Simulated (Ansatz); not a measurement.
Question: Name crystals whose resistivity at 300 K lies between 16.3 and 26 μΩ·cm and whose mean free path at 300 K lies between 4.9 and 7.7 nm, by PBEsol, DFPT electron-phonon coupling, linearised Boltzmann equation (Ansatz, a quantum-chemistry and plane-wave program).

Answer: Many crystals can fit; among those computed here:
- LaPb₃ (Pm-3m): 18.7 μΩ·cm, 6.3 nm
- YS (Fm-3m): 19.6 μΩ·cm, 5.2 nm
- LuRh3B (Pm-3m): 22 μΩ·cm, 6.8 nm
- LuAu (Pm-3m): 18.8 μΩ·cm, 6.4 nm
- InTe (Fm-3m): 18.8 μΩ·cm, 6.6 nm

Metals; harmonic phonons alone scatter; means over directions. The mean free path is weighted by the current that each state carries. Halving the electron mesh moves these values by up to 10 %; q meshes are mostly untested. Some of the runs warned that the eigensolver left states short of its tolerance. Spin-orbit coupling is left out.

Formula and space group known from diffraction (Crystallography Open Database), not checked to be the room-temperature form: InTe (Fm-3m), LaPb3 (Pm-3m), LuAu (Pm-3m), LuRh3B (Pm-3m), YS (Fm-3m). The missing spin-orbit coupling matters most for LaPb3 (Pm-3m), LuAu (Pm-3m), LuRh3B (Pm-3m).
